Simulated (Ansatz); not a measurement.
Bulk modulus of Mg₂BeN₂ (model structure, started from the Ca2ZnN2 type, I4/mmm, No. 139, 5 atoms in the cell) at several levels of theory

No measured value is used here.

```tsv
level (code)	value (GPa)	cell (Å³/atom)
LDA (Ansatz)	130	10.28
PBE (Ansatz)	115	10.87
PBEsol (Ansatz)	121	10.63
r²SCAN (Ansatz)	[?]	10.63
```

Q: What belongs in the gaps?

A: 
- r²SCAN (Ansatz, a first-principles code), value (GPa): 125

LDA, PBE, PBEsol, r²SCAN: the bulk modulus is −V dP/dV from two relaxed cells at ±2 % in volume. Each level is taken at its own relaxed cell. Cutoffs differ between the levels. Ansatz's density-functional and Hartree–Fock values are scalar-relativistic unless marked +SOC, with PAW data made under PBE.

A model structure was made by putting elements into a prototype or built by hand; it is no filed structure, need not be a known phase, and can be a saddle point held by its symmetry.
